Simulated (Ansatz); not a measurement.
The reference is Sb (space group R-3m, No. 166; layered; relaxed with 0.1 eV smearing).

```
Sb
1.0
    2.16313     1.24888     3.77967
   -2.16313     1.24888     3.77967
    0.00000    -2.49776     3.77967
Sb
2
Direct
  0.23339   0.23339   0.23339
  0.76661   0.76661   0.76661
```

Cartesian axes are those of the cell as printed.

Computed with Ansatz (a quantum-chemistry and plane-wave program) r2SCAN+rVV10, no spin-orbit coupling.

Base values:

| Item | Value |
|---|---|
| Shortest interatomic distance | 2.920 Å |

Now apply this change: the cell is compressed by 4.17 % along x with no lateral relaxation, atoms relaxed at fixed cell.

Problem. Predict the new largest internal atomic displacement.

Solution. The largest internal atomic displacement amounts to 0.023 Å.

Problem. How does this affect the stress?

Solution. The stress (xx, yy, zz, yz, xz, xy; compression positive) comes out as (4.4, 1.1, 1.2, -1.1, 0.0, 0.0) GPa.

Problem. Estimate the effect on the shortest interatomic distance.

Solution. The shortest interatomic distance drops by 0.0357 Å to 2.885 Å.

The cells carry an imposed strain or load. Stability against distortions was not tested.
